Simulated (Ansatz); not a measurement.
For GaN (model structure, started from the BeO type, P4₂/mnm, No. 136, 8 atoms in the cell), PBE-D3(BJ) in Ansatz (plane waves, PAW) gives:

lattice parameter a: 5.492 Å
c axis length: 3.199 Å
cohesive energy: 4.59 eV/atom

Task: What does r²SCAN (Ansatz, a first-principles code, PAW) give for the same quantities?

Result: 
- lattice constant a: 5.468 Å (decreases by 0.4 %)
- lattice parameter c: 3.183 Å (decreases by 0.5 %)
- cohesive energy: 4.41 eV/atom (decreases by 0.18 eV/atom)

Changes are worked out from the printed values.

Unless a cell is named, each level is at its own relaxed cell (PBE-D3(BJ) 12.06, r²SCAN 11.89 Å³/atom).

Ansatz's density-functional and Hartree–Fock values are scalar-relativistic unless marked +SOC, with PAW data made under PBE.

A model structure was made by putting elements into a prototype or built by hand; it is no filed structure, need not be a known phase, and can be a saddle point held by its symmetry.
